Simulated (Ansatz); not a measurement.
## Hypothetical Pm-3n AlN, pressure series

Consider AlN (space group Pm-3n, No. 223; a hypothetical phase, not in the database extracts checked).

```
AlN
1.0
    5.34371     0.00000     0.00000
    0.00000     5.34371     0.00000
    0.00000     0.00000     5.34371
Al N
6 6
Direct
  0.25000   0.00000   0.50000
  0.50000   0.25000   0.00000
  0.50000   0.75000   0.00000
  0.75000   0.00000   0.50000
  0.00000   0.50000   0.75000
  0.00000   0.50000   0.25000
  0.25000   0.50000   0.00000
  0.00000   0.25000   0.50000
  0.00000   0.75000   0.50000
  0.75000   0.50000   0.00000
  0.50000   0.00000   0.75000
  0.50000   0.00000   0.25000
```

Cell and atoms are relaxed at each pressure.

Computed with PBEsol (Ansatz, a first-principles code; PAW; 420 eV plane waves; no spin-orbit coupling).

```json
[
 {"pressure (GPa)": "-2", "volume per atom (Å³/atom)": "12.879"},
 {"pressure (GPa)": "0", "volume per atom (Å³/atom)": "12.716"},
 {"pressure (GPa)": "0.3", "volume per atom (Å³/atom)": "12.694"},
 {"pressure (GPa)": "0.7", "volume per atom (Å³/atom)": "12.663"},
 {"pressure (GPa)": "1.5", "volume per atom (Å³/atom)": "?"},
 {"pressure (GPa)": "3", "volume per atom (Å³/atom)": "12.490"},
 {"pressure (GPa)": "5", "volume per atom (Å³/atom)": "12.350"},
 {"pressure (GPa)": "7.5", "volume per atom (Å³/atom)": "12.184"},
 {"pressure (GPa)": "10", "volume per atom (Å³/atom)": "12.028"}
]
```

Question: Fit the third-order Birch–Murnaghan form P(V) = (3B₀/2)[(V₀/V)^(7/3) − (V₀/V)^(5/3)]·[1 + (3/4)(B₀′ − 4)((V₀/V)^(2/3) − 1)] (squares taken in P) to the rows shown and predict the withheld row.

Answer: Least squares on the printed values gives V₀ = 12.717 Å³/atom, B₀ = 162 GPa, B₀′ = 3.8; this predicts 12.601 Å³/atom, and the run gives 12.603 Å³/atom, 0.002 higher.

Load acts through the strain it causes; cell and atoms are relaxed under it. No phonon test of stability was made. No other phases were tried under pressure.
